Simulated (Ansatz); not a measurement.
Results of rVV10 (Ansatz, a program for electronic structure, PAW) for SiO2 (P4₁2₁2, No. 92).

Run with plane-wave cutoff 520 eV, 8×8×6 k mesh (along the axes of the cell as run), Fermi–Dirac smearing 0.01 eV, scalar-relativistic PAW data made under PBE.

On both sides of the equilibrium volume: at 13.620 Å³/atom the pressure is 0.40 GPa and the direct gap at Γ 5.304 eV; at 14.176 Å³/atom they are -0.34 GPa and 5.232 eV. The fitted bulk modulus is 18.3 GPa.

Task: Work out the volume deformation potential of this gap and its pressure coefficient, in two ways.

Result: a_V = dE_g/d ln V = (5.232 − 5.304)/ln(14.176/13.620) = -1.80 eV. Since dP = −B d ln V, dE_g/dP = −a_V/B = 98 meV/GPa. Straight from the pressures: (5.304 − 5.232)/(0.40 − (-0.34)) = 97 meV/GPa. At this level and over this range the gap at Γ widens under pressure.

Note: the bulk modulus comes from volumes at which shape and atoms were relaxed.
